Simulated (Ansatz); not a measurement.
System: TiAs (P6₃/mmc, No. 194). Method: r²SCAN in Ansatz (PAW).

Settings: plane-wave cutoff 600 eV, 18×18×6 k mesh (along the axes of the cell as run), Fermi–Dirac smearing 0.033 eV (set by the program), no spin polarisation, scalar-relativistic PAW data made under PBE.

Cell (relaxed at this level):

```
CELL_PARAMETERS angstrom
      3.63968     0.00000     0.00000
     -1.81984     3.15205     0.00000
      0.00000     0.00000    12.04434
ATOMIC_POSITIONS crystal
  Ti 0.66667 0.33333 0.61744
  Ti 0.33333 0.66667 0.11744
  Ti 0.33333 0.66667 0.38256
  Ti 0.66667 0.33333 0.88256
  As 0.00000 0.00000 0.50000
  As 0.00000 0.00000 0.00000
  As 0.66667 0.33333 0.25000
  As 0.33333 0.66667 0.75000
```

Q: Estimate the Voigt–Reuss–Hill bulk modulus, polycrystal shear modulus (Hill average), Young modulus and Poisson ratio that the calculation returns.

A: 
- Voigt–Reuss–Hill bulk modulus = 127 GPa
- polycrystal shear modulus (Hill average) = 78.9 GPa
- Young modulus = 196 GPa
- Poisson ratio = 0.243

Elastic constants are with the ions relaxed.

Computed values are for the static lattice.

Ansatz is a quantum-chemistry and plane-wave program.
